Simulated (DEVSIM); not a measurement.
System: Cr/SiO2/p-InP capacitor, at 300 K.

```
layer (left to right)  material  thickness (nm)  Na (cm⁻³)
---------------------  --------  --------------  ---------
1                          SiO2            6.60          -
2                           InP             860     5.3e17
```

Metal gate on the left, work function 4.5 eV. Fixed charge at the semiconductor interface 1.6e11 cm⁻² (in units of +e); no interface traps.

The device is made up for the run: typed textbook-type constants, with dimensions and the other settings drawn at random. Values at 300 K.

```csv
parameter,SiO2,InP
gap (eV),9,1.344
affinity (eV),0.9,4.38
permittivity,3.9,12.5
Nc (cm⁻³),-,5.7e17
Nv (cm⁻³),-,1.1e19
```

Simulated with DEVSIM: 1D Poisson equation in equilibrium, Boltzmann statistics, complete ionisation; no quantum confinement or tunnelling. Metal contacts follow the ideal Schottky-Mott rule: no Fermi-level pinning, no interface dipoles.

Problem. Tabulate band edges, carrier densities and field at 0.2 V on the gate.

Solution. Energies count from the Fermi level of the right contact; mesh points crowd at the junctions.

```json
[
 {"x (μm)": "0.000", "Ec (eV)": "3.400", "Ev (eV)": "-5.600", "n (cm⁻³)": "< 1e2", "p (cm⁻³)": "< 1e2", "field (V/cm)": "960000"},
 {"x (μm)": "0.0009305", "Ec (eV)": "3.490", "Ev (eV)": "-5.510", "n (cm⁻³)": "< 1e2", "p (cm⁻³)": "< 1e2", "field (V/cm)": "960000"},
 {"x (μm)": "0.002427", "Ec (eV)": "3.634", "Ev (eV)": "-5.366", "n (cm⁻³)": "< 1e2", "p (cm⁻³)": "< 1e2", "field (V/cm)": "960000"},
 {"x (μm)": "0.004300", "Ec (eV)": "3.815", "Ev (eV)": "-5.185", "n (cm⁻³)": "< 1e2", "p (cm⁻³)": "< 1e2", "field (V/cm)": "960000"},
 {"x (μm)": "0.006078", "Ec (eV)": "3.986", "Ev (eV)": "-5.014", "n (cm⁻³)": "< 1e2", "p (cm⁻³)": "< 1e2", "field (V/cm)": "960000"},
 {"x (μm)": "0.006911", "Ec (eV)": "0.566", "Ev (eV)": "-0.778", "n (cm⁻³)": "1.8e8", "p (cm⁻³)": "930000", "field (V/cm)": "320000"},
 {"x (μm)": "0.008335", "Ec (eV)": "0.611", "Ev (eV)": "-0.733", "n (cm⁻³)": "3.1e7", "p (cm⁻³)": "5300000", "field (V/cm)": "310000"},
 {"x (μm)": "0.01242", "Ec (eV)": "0.731", "Ev (eV)": "-0.613", "n (cm⁻³)": "300000", "p (cm⁻³)": "5.6e8", "field (V/cm)": "280000"},
 {"x (μm)": "0.01871", "Ec (eV)": "0.892", "Ev (eV)": "-0.452", "n (cm⁻³)": "600", "p (cm⁻³)": "2.8e11", "field (V/cm)": "230000"},
 {"x (μm)": "0.03066", "Ec (eV)": "1.113", "Ev (eV)": "-0.231", "n (cm⁻³)": "< 1e2", "p (cm⁻³)": "1.5e15", "field (V/cm)": "140000"},
 {"x (μm)": "0.05504", "Ec (eV)": "1.260", "Ev (eV)": "-0.084", "n (cm⁻³)": "< 1e2", "p (cm⁻³)": "4.3e17", "field (V/cm)": "9500"},
 {"x (μm)": "0.1249", "Ec (eV)": "1.266", "Ev (eV)": "-0.078", "n (cm⁻³)": "< 1e2", "p (cm⁻³)": "5.3e17", "field (V/cm)": "≈ 0"},
 {"x (μm)": "0.2325", "Ec (eV)": "1.266", "Ev (eV)": "-0.078", "n (cm⁻³)": "< 1e2", "p (cm⁻³)": "5.3e17", "field (V/cm)": "≈ 0"},
 {"x (μm)": "0.4366", "Ec (eV)": "1.266", "Ev (eV)": "-0.078", "n (cm⁻³)": "< 1e2", "p (cm⁻³)": "5.3e17", "field (V/cm)": "≈ 0"},
 {"x (μm)": "0.6887", "Ec (eV)": "1.266", "Ev (eV)": "-0.078", "n (cm⁻³)": "< 1e2", "p (cm⁻³)": "5.3e17", "field (V/cm)": "≈ 0"},
 {"x (μm)": "0.7767", "Ec (eV)": "1.266", "Ev (eV)": "-0.078", "n (cm⁻³)": "< 1e2", "p (cm⁻³)": "5.3e17", "field (V/cm)": "≈ 0"},
 {"x (μm)": "0.8199", "Ec (eV)": "1.266", "Ev (eV)": "-0.078", "n (cm⁻³)": "< 1e2", "p (cm⁻³)": "5.3e17", "field (V/cm)": "≈ 0"},
 {"x (μm)": "0.8434", "Ec (eV)": "1.266", "Ev (eV)": "-0.078", "n (cm⁻³)": "< 1e2", "p (cm⁻³)": "5.3e17", "field (V/cm)": "≈ 0"},
 {"x (μm)": "0.8573", "Ec (eV)": "1.266", "Ev (eV)": "-0.078", "n (cm⁻³)": "< 1e2", "p (cm⁻³)": "5.3e17", "field (V/cm)": "≈ 0"},
 {"x (μm)": "0.8624", "Ec (eV)": "1.266", "Ev (eV)": "-0.078", "n (cm⁻³)": "< 1e2", "p (cm⁻³)": "5.3e17", "field (V/cm)": "≈ 0"},
 {"x (μm)": "0.8650", "Ec (eV)": "1.266", "Ev (eV)": "-0.078", "n (cm⁻³)": "< 1e2", "p (cm⁻³)": "5.3e17", "field (V/cm)": "≈ 0"},
 {"x (μm)": "0.8666", "Ec (eV)": "1.266", "Ev (eV)": "-0.078", "n (cm⁻³)": "< 1e2", "p (cm⁻³)": "5.3e17", "field (V/cm)": "≈ 0"}
]
```
